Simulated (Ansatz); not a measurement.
# LiNbO3: uniaxial stress, 8 GPa tension along z

The parent structure is LiNbO$_{3}$ (space group R3c, No. 161).

```xyz
10
Lattice="2.5949 1.4982 4.6719 -2.5949 1.4982 4.6719 0.0000 -2.9963 4.6719" Properties=species:S:1:pos:R:3 pbc="T T T"
Li     0.0000     0.0000     9.8478
Li     0.0000     0.0000     2.8400
Nb     0.0000     0.0000    13.7893
Nb     0.0000     0.0000     6.7815
O     -0.6421     1.4586     8.2375
O      1.5842    -0.1732     8.2375
O     -0.9421    -1.2854     8.2375
O      1.0107     1.3250     5.9016
O      0.6421    -1.5378     5.9016
O     -1.6528     0.2128     5.9016
```

Cartesian axes are those of the cell as printed.

Modification: uniaxial stress, 8 GPa tension along z; all other stress components relax to zero.

Computed with PBE (Ansatz, a quantum-chemistry and plane-wave program), scalar-relativistic without spin-orbit coupling. k-mesh 8×8×8 (Γ-centred); smearing 0.05 eV (Fermi–Dirac).

The volume per atom increases by 0.27 Å³ to 11.17 Å³ and the space group is still R3c (No. 161). The shortest interatomic distance falls by 0.0077 Å to 1.877 Å and the energy rises by 12 meV/atom. The band gap is still 3.54 eV and the gap character changes from indirect, k = (0.125, 0.125, 0.125) in the run's primitive reciprocal basis → S₀ to indirect, Γ → S₀. The smallest direct gap increases by 0.01 eV (3.59 eV → 3.60 eV) and the width of the top valence band decreases by 0.02 eV (0.31 eV → 0.29 eV). The valence-band top at Γ (three highest levels, from the VBM) is 0.00, 0.00, -0.57 eV and the strain response (xx, yy, zz) amounts to (−0.99, −0.99, +4.54) %. The secant Young's modulus along z amounts to 180 GPa and the mean lateral Poisson ratio amounts to 0.22.

Final structure:

```xyz
10
Lattice="2.5691 1.4833 4.8839 -2.5691 1.4833 4.8839 0.0000 -2.9666 4.8839" Properties=species:S:1:pos:R:3 pbc="T T T"
Li     0.0000     0.0000    10.2624
Li     0.0000     0.0000     2.9365
Nb     0.0000     0.0000    14.4085
Nb     0.0000     0.0000     7.0826
O     -0.6381     1.4484     8.6245
O      1.5734    -0.1716     8.6245
O     -0.9353    -1.2769     8.6245
O      0.9957     1.3117     6.1825
O      0.6381    -1.5181     6.1825
O     -1.6338     0.2064     6.1825
```

Beyond what the load breaks, stability against distortions was not tested.
